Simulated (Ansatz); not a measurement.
Start from Ir in the fcc (Cu type) structure (space group Fm-3m, No. 225; a = 3.8311 Å; relaxed with 0.1 eV smearing).

Level of theory: plane-wave PAW DFT at the PBEsol level (Ansatz, a first-principles code, 420 eV), no SOC.

Base values:

```
Property    Value
--------  -------
Pressure  0.0 GPa
```

Now apply this change: an isotropic linear strain of +2.00 %, atoms relaxed at fixed cell.

Question: Estimate the effect on the energy relative to the base.

Answer: The energy increases by 56 meV/atom.

Question: What does the calculation give for the pressure after the change?

Answer: The pressure goes from zero to -19.7 GPa.

No phonon test of stability was made. The final runs are not spin-polarised.
